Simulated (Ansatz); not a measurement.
Given:

Host crystal: monoclinic HfO2, with a band gap (PBE, scalar-relativistic without spin-orbit coupling).

End structure of Nb on a Hf site (middle of the slab) in a 2x1 cell of the 1x1 (100) surface of monoclinic HfO2 (cut with top plane 2 O):

```xyz
48
Lattice="10.4240 0.0000 0.0000 0.0000 5.3525 0.0000 0.0000 0.0000 28.5000" Properties=species:S:1:pos:R:3 pbc="T T T"
O      0.9709     4.6213     9.5845
O      6.1829     4.6213     9.5845
O      1.6351     1.9450     9.5845
O      6.8471     1.9450     9.5845
Hf     0.4152     0.8501    10.6585
Hf     5.5804     0.8551    10.6188
Hf     2.2152     3.5235    10.6268
Hf     7.4383     3.5318    10.6206
O      3.8429     4.8416    11.3692
O      9.0583     4.8153    11.3808
O      3.9469     2.1536    11.3835
O      9.1834     2.1340    11.3891
O      1.2681     2.3397    12.0946
O      6.4672     2.3478    12.0637
O      1.3303     4.9947    12.1309
O      6.5341     5.0202    12.0711
Nb     2.8684     0.9403    12.8259
Hf     8.0835     0.9306    12.8282
Hf     4.9115     3.6043    12.8090
Hf    10.1316     3.6025    12.8329
O      3.4416     2.6457    13.8482
O      8.6637     2.6751    13.8862
O      4.2851    -0.0062    13.8482
O      9.5166    -0.0071    13.8894
O      0.8397     3.5918    14.6134
O      6.0393     3.6021    14.5906
O      1.7026     0.9193    14.5574
O      6.9035     0.9300    14.5886
Hf     0.2538    -0.0043    15.6377
Hf     5.4605    -0.0040    15.6388
Hf     2.2983     2.6572    15.6353
Hf     7.5073     2.6756    15.6378
O      3.8393     3.9263    16.3965
O      9.0534     3.9408    16.4094
O      3.9137     1.2505    16.3985
O      9.1252     1.2622    16.4080
O      1.2178     1.4604    17.0761
O      6.4252     1.4689    17.1011
O      1.3307     4.1379    17.1149
O      6.5380     4.1484    17.0901
Hf     2.9542     0.0698    17.8516
Hf     8.1687     0.0833    17.8577
Hf     4.7994     2.7505    17.8511
Hf    10.0151     2.7607    17.8532
O      3.5377     1.6675    18.8887
O      8.7708     1.6657    18.9020
O      4.2151     4.3430    18.8919
O      9.4127     4.3400    18.9025
```

Model: 48-atom slab, 9.3 Å thick at the start (thin: gaps and levels are the slab's own), 2x4x1 mesh, Fermi-Dirac 0.01 eV, dipole correction, 4 atoms held, the rest relaxed; no symmetry held; spin-polarised, ending with about 1.0 μB a cell; orders that need a larger cell were not tried, no spin-orbit, no U.

Problem. Predict the highest filled level below the top vacuum level from PBE in Ansatz (an electronic-structure program).

Solution. 4.61 eV

Problem. What change of the step from the bottom to the top vacuum level, against the clean slab does PBE give?

Solution. -0.096 eV

Problem. What is the computed formation energy against hcp Hf, bcc Nb (PBE)?

Solution. 3.23 eV

Problem. Give the gap of the slab on its k-mesh at the level PBE.

Solution. 0.40 eV
